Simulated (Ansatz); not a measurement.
Si (diamond structure), Σ11 (113) [1-10] symmetric tilt. One Al atom replaces one Si atom in a bicrystal of 56 atoms (one solute to 50 Å² of one boundary, a high coverage); atoms relaxed, cell held. Energies count from the site farthest from both boundaries, which lies only 5.6 Å away; negative means that the solute is drawn to the site. The cell is neutral, and spin is allowed where the electrons are odd. k-points: Γ-centred 2×6×1 mesh; occupations: Fermi-Dirac, 0.050 eV; spin-polarised, moments started parallel. Spin-orbit coupling is left out.

Sites tried, by distance from the nearest boundary plane (Å): 0.69, 0.69, 1.13, 2.35.

Task: Does Al segregate by PBE (Ansatz, a quantum-chemistry and plane-wave program), and with what energy at each site?

Result: 0.69 Å: -0.13 eV; 0.69 Å: -0.13 eV; 1.13 Å: -0.24 eV; 2.35 Å: -0.06 eV. The most favoured site tried binds it by 0.24 eV.
